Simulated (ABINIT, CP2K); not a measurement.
A CP2K input for a self-consistent single point of Nb (Im-3m, 1 atom in the cell) (DFT PBE, GPW, DZVP-MOLOPT-PBE-GTH basis, GTH-PBE potentials (POTENTIAL_UZH)):

```
&GLOBAL
  PROJECT nb
  RUN_TYPE ENERGY_FORCE
  PRINT_LEVEL LOW
&END GLOBAL
&FORCE_EVAL
  METHOD Quickstep
  STRESS_TENSOR ANALYTICAL
  &DFT
    BASIS_SET_FILE_NAME BASIS_MOLOPT_UZH
    POTENTIAL_FILE_NAME POTENTIAL_UZH
    &QS
      METHOD GPW
      EPS_DEFAULT 1E-11
    &END QS
    &MGRID
      CUTOFF 500
      REL_CUTOFF 40
      NGRIDS 5
    &END MGRID
    &SCF
      SCF_GUESS ATOMIC
      EPS_SCF 1E-7
      MAX_SCF 100
      ADDED_MOS 4
      &DIAGONALIZATION
        ALGORITHM STANDARD
      &END DIAGONALIZATION
      &MIXING
        METHOD BROYDEN_MIXING
        ALPHA 0.2
        NBUFFER 12
        BETA 1.5
      &END MIXING
      &SMEAR ON
        METHOD FERMI_DIRAC
        ELECTRONIC_TEMPERATURE [K] 1160.45
      &END SMEAR
    &END SCF
    &KPOINTS
      SCHEME MONKHORST-PACK 11 11 11
    &END KPOINTS
    &XC
      &XC_FUNCTIONAL PBE
      &END XC_FUNCTIONAL
    &END XC
    &PRINT
      &MO
        EIGENVALUES T
        OCCUPATION_NUMBERS T
        NDIGITS 8
        FILENAME mo
        &EACH
          QS_SCF 0
        &END EACH
        ADD_LAST NUMERIC
      &END MO
      &MULLIKEN OFF
      &END MULLIKEN
    &END PRINT
  &END DFT
  &SUBSYS
    &CELL
      ABC 2.85792400 2.85792334 2.85792361
      ALPHA_BETA_GAMMA 109.47122108 109.47121633 109.47121826
      PERIODIC XYZ
    &END CELL
    &COORD
      Nb       0.00000000     0.00000000     0.00000000
    &END COORD
    &KIND Nb
      BASIS_SET DZVP-MOLOPT-PBE-GTH-q13
      POTENTIAL GTH-PBE-q13
    &END KIND
  &END SUBSYS
  &PRINT
    &FORCES ON
    &END FORCES
    &STRESS_TENSOR ON
    &END STRESS_TENSOR
  &END PRINT
&END FORCE_EVAL
```

Question: Translate this input to ABINIT.

Answer: This is the input that was run; spellings and numerical settings could be chosen otherwise.

```
# Nb, PseudoDojo nc-sr-05 PBE standard
pp_dirpath "./"
pseudos "Nb.upf"
acell 3*1.0
rprim
        -3.1180915693    3.1180915693    3.1180915693
         3.1180915693   -3.1180915693    3.1180915693
         3.1180915693    3.1180915693   -3.1180915693
natom 1
ntypat 1
znucl 41
typat 1
xcart
         0.0000000000    0.0000000000    0.0000000000
      Angstrom
ecut 82 Ry
occopt 3
tsmear 0.1 eV
nband 12
kptopt 1
ngkpt 11 11 11
nshiftk 1
shiftk 0 0 0
nstep 80
toldfe 1.0e-09
prtwf 0
prtden 0
```

Basis settings and potentials, where a program has them, do not carry over. This input uses DFT, PBE, plane waves, norm-conserving pseudopotentials (PseudoDojo nc-sr-05 PBE standard). Both were run: pressure 3.93 GPa in CP2K and 2.36 in ABINIT.

On CP2K: the starting cell comes from a database of computed structures (which also holds hypothetical and non-ambient phases and stackings), without a prior relaxation at this level. Its lattice was rescaled by a random factor within 2.5 % of one. For this run, on top of that: lattice scaled by 0.98. Spin polarisation is off. Values carry the incompleteness of an atom-centred basis. With a pressure of about 4 GPa the cell is away from its equilibrium volume at this level.

On ABINIT: the starting cell comes from a database of computed structures (which also holds hypothetical and non-ambient phases and stackings), without a prior relaxation at this level. Its lattice was rescaled by a random factor within 2.5 % of one. For this run, on top of that: lattice scaled by 0.98. Spin polarisation is off.
